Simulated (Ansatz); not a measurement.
Results of BLYP (plane waves, PAW; Ansatz, a program for electronic structure) for C11b MoSi2.

Settings: plane-wave cutoff 520 eV, 28×28×28 k mesh, Fermi–Dirac smearing 0.033 eV (set by the program), no spin polarisation, scalar-relativistic PAW data made under PBE.

Computed at the level's own relaxed cell.

Elastic tensor (GPa, Voigt notation, ions relaxed):

```
  341.3    78.8    69.4     0.0     0.0     0.0
   78.8   341.3    69.4     0.0     0.0     0.0
   69.4    69.4   407.6     0.0     0.0     0.0
    0.0     0.0     0.0   159.6     0.0     0.0
    0.0     0.0     0.0     0.0   159.6     0.0
    0.0     0.0     0.0     0.0     0.0   151.8
```

Question: Work out the Voigt, Reuss and Hill averages of the bulk and shear moduli, Young's modulus and Poisson's ratio from the printed constants.

Answer: K_V = [C11 + C22 + C33 + 2(C12 + C13 + C23)]/9 = [1090.2 + 2 × 217.6]/9 = 169.5 GPa. G_V = [1090.2 − 217.6 + 3 × 471.0]/15 = 152.4 GPa. From the compliances S = C⁻¹, K_R = 168.7 and G_R = 151.4 GPa. Hill means: K = 169.1, G = 151.9 GPa. E = 9KG/(3K + G) = 351 GPa, ν = (3K − 2G)/(6K + 2G) = 0.15, K/G = 1.11.

Measured, for comparison: elastic constant C11 417 GPa, elastic constant C12 104 GPa, elastic constant C44 204 GPa, elastic constant C33 514 GPa, elastic constant C13 83.8 GPa, elastic constant C66 194 GPa (temperature not stated, no zero-point or thermal correction; as tabulated in Friák et al. (2018), doi:10.3390/nano8121057). Computed (rounded) less measured: elastic constant C11 -18 %, elastic constant C12 -24 %, elastic constant C44 -22 %, elastic constant C33 -21 %, elastic constant C13 -17 %, elastic constant C66 -22 %.

Static lattice: no zero-point or thermal effects.
